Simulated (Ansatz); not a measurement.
A self-consistent single point of RbBi₂ (R3m, 6 atoms in the cell) with Ansatz (a program for electronic structure).

Method: PBEsol, default PAW files made with PBE (plane waves; Ansatz).

```yaml
crystal:
  lattice:
    - [0.00000, 4.78699, 4.78699]
    - [4.78699, 0.00000, 4.78699]
    - [4.78699, 4.78699, 0.00000]
  atoms:
    - { symbol: Rb, position: [0.50301, 0.50301, 0.50301] }
    - { symbol: Rb, position: [0.75000, 0.75000, 0.75000] }
    - { symbol: Bi, position: [0.62500, 0.12500, 0.12500] }
    - { symbol: Bi, position: [0.12500, 0.12500, 0.62500] }
    - { symbol: Bi, position: [0.12500, 0.62500, 0.12500] }
    - { symbol: Bi, position: [0.12500, 0.12500, 0.12500] }
```

Reference input (self-consistent single point, DFT, PBEsol, plane waves, default PAW files made with PBE): basis.ecutwfc = 420 eV; kpoints.mp_grid.grid = 5 5 5; hamiltonian.xc = pbesol; hamiltonian.pseudopotentials = {kind: paw} (the program's default PAW files); scf.occupations.method = fermi_dirac; scf.occupations.width = 0.1 eV. This run's input differs from it in these lines:

Ansatz 0.2 input:
```diff
@@ -17,3 +17,3 @@
   mp_grid:
-    grid: [5, 5, 5]
+    grid: [8, 8, 8]
 hamiltonian:
@@ -24,4 +24,4 @@
   occupations:
-    method: fermi_dirac
-    width: 0.1 eV
+    method: cold
+    width: 0.2 eV
 output:
```

Output (repeated stretches shortened):

```
SCF iter   1: F=—  HF=-55403.992647 eV  |F-HF|=—  |Δ(HF+E_count)|=         —  Δρ=1.69e-3  dr2=8.99e-3  ethr=1.77e-3  ⟨swp⟩=8.7  Hψ=13515  notcnv=0
all-band conjugate gradients solve this SCF's bands
preconditioner: auto → Kerker (q_TF=auto, 2.296 Å⁻¹)
SCF iter   2: F=—  HF=-55403.989593 eV  |F-HF|=—  |Δ(HF+E_count)|=   3.05e-3  S|Δr|=    0.00e0  Δρ=1.11e-3  dr2=3.88e-3  ethr=1.15e-5  ⟨swp⟩=2.1  Hψ=5589  notcnv=0  defer=2
   [... lines left out ...]
SCF iter   5: F=—  HF=-55403.988624 eV  |F-HF|=—  |Δ(HF+E_count)|=   5.06e-5  S|Δr|=    0.00e0  Δρ=7.32e-5  dr2=7.83e-6  ethr=1.89e-7  ⟨swp⟩=2.0  Hψ=5339  notcnv=0  defer=2
SCF iter   6: F=—  HF=-55403.988494 eV  |F-HF|=—  |Δ(HF+E_count)|=   1.30e-4  S|Δr|=    0.00e0  Δρ=3.04e-5  dr2=1.45e-6  ethr=1.00e-8  ⟨swp⟩=2.0  Hψ=4888  notcnv=0  defer=2
SCF iter   7: F=-55403.988494 eV  HF=-55403.988494 eV  |F-HF|=7.19e-8  |Δ(HF+E_count)|=   6.14e-7  S|Δr|=    0.00e0  Δρ=7.25e-6  dr2=9.47e-8  ethr=1.28e-10  ⟨swp⟩=9.8  Hψ=16951  notcnv=0
SCF 1 converged in 7 iterations: F = -55403.988494 eV  dr2 = 9.47e-8
Stability not checked (fill_not_monotonic)
Free energy (F): -55403.988494 eV
Internal energy: -55403.957711 eV  (E = F + TS)
E sigma→0 (E₀):  -55403.978233 eV
Entropy (-TS):   -0.030782 eV (-5.130 meV/atom)
Fermi energy:    8.551014 eV
--- Forces (eV/Å), atoms counted from 1 ---
  atom   1  Rb    -0.03991866    -0.03991866    -0.03991866
  atom   2  Rb     0.00549970     0.00549970     0.00549970
  atom   3  Bi     0.01472219     0.00868555     0.00868555
  atom   4  Bi     0.00868555     0.00868555     0.01472219
  atom   5  Bi     0.00868555     0.01472219     0.00868555
  atom   6  Bi     0.00234519     0.00234519     0.00234519
--- Stress (GPa, compression-positive) ---
       -0.595744      -0.010953      -0.010953
       -0.010953      -0.595744      -0.010953
       -0.010953      -0.010953      -0.595744
  P = ⅓ Tr σ = -0.5957 GPa (-5.957 kbar)
  The stress holds the Pulay correction. Without it, at fixed plane waves, as pw.x and ABINIT print it: P = -0.6122 GPa
```

The run converged in 7 iterations. Against the reference run the free energy falls by 39.9 meV/atom, the pressure goes from -0.21 to -0.60 GPa and the largest force moves little (0.068 to 0.069 eV/Å).

The starting cell comes from a database of computed structures (which also holds hypothetical and non-ambient phases and stackings), without a prior relaxation at this level. Its lattice was rescaled by up to half a per cent. One atom was moved a little off its site on purpose. Ansatz's pressure includes its estimate of the finite-basis (Pulay) stress.

Cost on one core of a shared machine: roughly 40 s.
